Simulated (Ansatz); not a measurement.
A self-consistent single point of Zn6Mo (I4mm, 7 atoms in the cell) with Ansatz (a quantum-chemistry and plane-wave program).

Computed with LDA (PW92), harder PAW files (source: ansatz) made with PBE (plane waves; Ansatz).

```
CELL_PARAMETERS angstrom
      0.00000     3.82516     3.82516
      3.82516     0.00000     3.82516
      3.82516     3.82516     0.00000
ATOMIC_POSITIONS crystal
  Zn 0.50000 0.50000 0.00000
  Zn 0.00000 0.00000 0.50000
  Zn 0.00000 0.50000 0.50000
  Zn 0.50000 0.00000 0.00000
  Zn 0.50000 0.00000 0.50000
  Zn 0.00000 0.50000 0.00000
  Mo 0.00654 0.00654 0.99346
```

Reference input (self-consistent single point, DFT, LDA (PW92), plane waves, default PAW files made with PBE): basis.ecutwfc = 30.9 Ry; kpoints.mp_grid.grid = 4 4 4; hamiltonian.xc = lda; hamiltonian.pseudopotentials = {kind: paw} (the program's default PAW files); scf.occupations.method = fermi_dirac; scf.occupations.width = 0.0073 Ry. This run's input differs from it in these lines:

Ansatz 0.2 input:
```diff
@@ -14,3 +14,3 @@
 basis:
-  ecutwfc: 30.9 Ry
+  ecutwfc: 97.0 Ry
 kpoints:
@@ -19,3 +19,3 @@
   xc: lda
-  pseudopotentials: { kind: paw }
+  pseudopotentials: { kind: paw, source: ansatz }
 scf:
```

Log, with long lists cut:

```
SCF iter   1: F=—  HF=-49308.546367 eV  |F-HF|=—  |Δ(HF+E_count)|=         —  Δρ=8.52e-2  dr2=1.12e1  ethr=3.10e-3  ⟨swp⟩=5.3  Hψ=3399  notcnv=0  defer=10
all-band conjugate gradients solve this SCF's bands
preconditioner: auto → LDOS
SCF iter   2: F=—  HF=-49307.681569 eV  |F-HF|=—  |Δ(HF+E_count)|=   8.65e-1  Δρ=9.35e-2  dr2=6.04e0  ethr=3.10e-3  ⟨swp⟩=4.2  Hψ=2341  notcnv=0  defer=51
   [... lines left out ...]
SCF iter   6: F=—  HF=-49305.982103 eV  |F-HF|=—  |Δ(HF+E_count)|=   5.16e-5  Δρ=3.48e-4  dr2=1.50e-4  ethr=8.22e-7  ⟨swp⟩=2.0  Hψ=1497  notcnv=0  defer=57
SCF iter   7: F=—  HF=-49305.982089 eV  |F-HF|=—  |Δ(HF+E_count)|=   1.33e-5  Δρ=2.46e-4  dr2=3.91e-5  ethr=1.12e-7  ⟨swp⟩=2.0  Hψ=1541  notcnv=0  defer=57
SCF iter   8: F=—  HF=-49305.982376 eV  |F-HF|=—  |Δ(HF+E_count)|=   2.86e-4  Δρ=2.51e-5  dr2=4.13e-7  ethr=2.92e-8  ⟨swp⟩=2.0  Hψ=1645  notcnv=0  defer=57
SCF iter   9: F=-49305.982376 eV  HF=-49305.982376 eV  |F-HF|=6.50e-9  |Δ(HF+E_count)|=   8.30e-8  Δρ=4.28e-6  dr2=1.35e-8  ethr=7.46e-11  ⟨swp⟩=9.9  Hψ=5395  notcnv=0
SCF 1 converged in 9 iterations: F = -49305.982376 eV  dr2 = 1.35e-8
Free energy (F): -49305.982376 eV
Internal energy: -49305.866322 eV  (E = F + TS)
E sigma→0 (E₀):  -49305.924349 eV
Entropy (-TS):   -0.116053 eV (-16.579 meV/atom)
Fermi energy:    12.739175 eV
--- Forces (eV/Å), atoms counted from 1 ---
  atom   1  Zn     0.00000000     0.00000000     0.03593392
  atom   2  Zn     0.00000000    -0.00000000     0.03593392
  atom   3  Zn     0.00000000    -0.08185660     0.12755733
  atom   4  Zn     0.00000000     0.08185660     0.12755733
  atom   5  Zn    -0.08185660     0.00000000     0.12755733
  atom   6  Zn     0.08185660     0.00000000     0.12755733
  atom   7  Mo     0.00000000    -0.00000000    -0.58206385
--- Stress (GPa, compression-positive) ---
       -6.863888       0.000000       0.000000
        0.000000      -6.863888      -0.000000
        0.000000       0.000000      -6.864808
  P = ⅓ Tr σ = -6.8642 GPa (-68.642 kbar)
  The stress holds the Pulay correction. Without it, at fixed plane waves, as pw.x and ABINIT print it: P = -6.8649 GPa
```

The run converged in 9 iterations. Against the reference run the pressure hardly changes (-6.87 to -6.86 GPa) and the largest force stays at 0.582 eV/Å.

The starting cell comes from a database of computed structures (which also holds hypothetical and non-ambient phases and stackings), without a prior relaxation at this level. Its lattice was rescaled by up to half a per cent. One atom was moved a little off its site on purpose. Spin polarisation is off. Ansatz's pressure includes its estimate of the finite-basis (Pulay) stress.
